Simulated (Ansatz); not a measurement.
This concerns the energy of configuration A over configuration B. The value is E(A) − E(B).

Cell A: a supercell of 32 sites of Ag (fcc, Fm-3m) with O off the lattice sites (4 Ag at 2.11 Å); spin state with PBE: run without spin, k-point mesh 5×5×5.
```
Ag32O
1.0
    8.29697     0.00000     0.00000
    0.00000     8.29697     0.00000
    0.00000     0.00000     8.29697
Ag O
32 1
Direct
  0.97796   0.97796   0.97796
  0.97796   0.27204   0.27204
  0.27204   0.97796   0.27204
  0.27204   0.27204   0.97796
  0.99943   0.99943   0.50193
  0.99943   0.25057   0.74807
  0.25057   0.99943   0.74807
  0.25057   0.25057   0.50193
  0.99943   0.50193   0.99943
  0.99943   0.74807   0.25057
  0.25057   0.50193   0.25057
  0.25057   0.74807   0.99943
  0.99907   0.50478   0.50478
  0.99907   0.74522   0.74522
  0.25093   0.50478   0.74522
  0.25093   0.74522   0.50478
  0.50193   0.99943   0.99943
  0.50193   0.25057   0.25057
  0.74807   0.99943   0.25057
  0.74807   0.25057   0.99943
  0.50478   0.99907   0.50478
  0.50478   0.25093   0.74522
  0.74522   0.99907   0.74522
  0.74522   0.25093   0.50478
  0.50478   0.50478   0.99907
  0.50478   0.74522   0.25093
  0.74522   0.50478   0.25093
  0.74522   0.74522   0.99907
  0.49974   0.49974   0.49974
  0.49974   0.75026   0.75026
  0.75026   0.49974   0.75026
  0.75026   0.75026   0.49974
  0.12500   0.12500   0.12500
```

Cell B: a supercell of 32 sites of Ag (fcc, Fm-3m) with O off the lattice sites (6 Ag at 2.26 Å); spin state with PBE: run without spin, k-point mesh 5×5×5.
```
CELL_PARAMETERS angstrom
      8.29697     0.00000     0.00000
      0.00000     8.29697     0.00000
      0.00000     0.00000     8.29697
ATOMIC_POSITIONS crystal
  Ag 0.97715 0.00000 0.00000
  Ag 0.99951 0.25049 0.25049
  Ag 0.25000 0.00000 0.27285
  Ag 0.25000 0.27285 0.00000
  Ag 0.99530 0.00000 0.50000
  Ag 0.99951 0.25049 0.74951
  Ag 0.25000 0.00000 0.72715
  Ag 0.25000 0.25470 0.50000
  Ag 0.99530 0.50000 0.00000
  Ag 0.99951 0.74951 0.25049
  Ag 0.25000 0.50000 0.25470
  Ag 0.25000 0.72715 0.00000
  Ag 0.99868 0.50000 0.50000
  Ag 0.99951 0.74951 0.74951
  Ag 0.25000 0.50000 0.74530
  Ag 0.25000 0.74530 0.50000
  Ag 0.52285 0.00000 0.00000
  Ag 0.50049 0.25049 0.25049
  Ag 0.75000 0.00000 0.25470
  Ag 0.75000 0.25470 0.00000
  Ag 0.50470 0.00000 0.50000
  Ag 0.50049 0.25049 0.74951
  Ag 0.75000 0.00000 0.74530
  Ag 0.75000 0.25132 0.50000
  Ag 0.50470 0.50000 0.00000
  Ag 0.50049 0.74951 0.25049
  Ag 0.75000 0.50000 0.25132
  Ag 0.75000 0.74530 0.00000
  Ag 0.50132 0.50000 0.50000
  Ag 0.50049 0.74951 0.74951
  Ag 0.75000 0.50000 0.74868
  Ag 0.75000 0.74868 0.50000
  O  0.25000 0.00000 0.00000
```

All numbers come from Ansatz (a quantum-chemistry and plane-wave program), plane waves with PAW, its PAW set soft_1, cutoff 500 eV. The structures are at rest with PBE, within the held lattices; other levels are single points on them. Neutral cells; Fermi-Dirac smearing of at most 0.10 eV in the solids, energies taken to zero width. The lattices are those relaxed with PBE, so at other levels the solids can be strained. Larger cells are relaxed from a start prepared with the learned potential CHGNet, on a coarser mesh till forces fall under 0.03 eV/Å, which some starts already meet. A dispersion term (D3(BJ), or D4 for r2SCAN) was computed beside these levels and is taken off wherever the name lacks it. No zero-point or thermal terms. Cells are local rest points, mostly with their start's symmetry. No correction for cell size. Cell A has symmetry P-43m and got no random move, so less symmetric positions, which may lie lower, weren't tried. Cell B has symmetry Pm-3m and got no random move, so less symmetric positions, which may lie lower, weren't tried.

Task: Predict the value from r2SCAN.

Result: 0.27 eV for A less B, so B lies lower.
